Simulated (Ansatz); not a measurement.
LiCl (Fm-3m), PBEsol, rigid bands (Ansatz, a first-principles code): N_c = 8.12e18 cm⁻³ at 300 K and an electron conductivity mass of 0.476 mₑ.

For 1e17 electrons per cm³ at 300 K, place the Fermi level, estimate the Seebeck coefficient of a parabolic band with constant τ, and give mobility and conductivity for τ = 50 fs.

The level lies k_BT ln(N_c/n) = 0.114 eV below the conduction-band minimum. S ≈ −(k_B/e)[ln(N_c/n) + 5/2] = -594 μV/K, against -594 μV/K from the full bands (mean over directions). μ = eτ/m = 185 cm²/(V·s) and σ = neμ = 2.96 S/cm. τ is assumed, not computed.

Band transport and this doping are assumed; polarons and phonon drag are left out. Spin-orbit coupling is left out.
